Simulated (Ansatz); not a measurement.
# A computed series for CuAu: pressure series

The parent structure is CuAu (space group P4/mmm, No. 123; a = 2.882 Å, c = 3.615 Å).

Cell and atoms are relaxed at each pressure.

Calculations: Ansatz (a quantum-chemistry and plane-wave program), PBE, PAW, cutoff 420 eV, without spin-orbit coupling.

```
pressure (GPa)  volume per atom (Å³/atom)
--------------  -------------------------
-2                                 15.230
-1                                      ?
0                                  15.007
3                                  14.706
7                                  14.357
15                                 13.787
30                                 12.985
50                                 12.224
```

Question: Fit the third-order Birch–Murnaghan form P(V) = (3B₀/2)[(V₀/V)^(7/3) − (V₀/V)^(5/3)]·[1 + (3/4)(B₀′ − 4)((V₀/V)^(2/3) − 1)] (squares taken in P) to the rows shown and predict the withheld row.

Answer: Least squares on the printed values gives V₀ = 15.006 Å³/atom, B₀ = 141 GPa, B₀′ = 5.3; this predicts 15.115 Å³/atom, and the run gives 15.116 Å³/atom, in agreement.

Load acts through the strain it causes; cell and atoms are relaxed under it. No phonon test of stability was made. No other phases were tried under pressure. All final runs are without spin polarisation.
